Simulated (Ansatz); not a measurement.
Base system: Ge in the diamond structure (space group Fd-3m, No. 227; a = 5.622 Å). Axes: x, y, z lie along the cube axes.

All numbers come from LDA, PAW, 420 eV (Ansatz, a quantum-chemistry and plane-wave program; spin-orbit coupling left out).

The change: the cell is scaled by 1.0100 in all directions, atoms relaxed at fixed cell.

Q: Predict the stress tensor and what it implies for the stiffness.

A: Stress of the strained cell less that of the base (GPa, compression positive):
```
   -2.0     0.0     0.0
    0.0    -2.0     0.0
    0.0     0.0    -2.0
```

Then B = −ΔP/(ΔV/V₀) with ΔV/V₀ = 0.0303 gives secant stiffness values (nonlinear terms included at this strain): B ≈ 66 GPa.

As a check, the harmonic strain energy −½ V₀ Δσ:ε is 4.1 meV/atom; the computed energy rise is 4.3 meV/atom.

Whether these cells are dynamically stable was not tested.
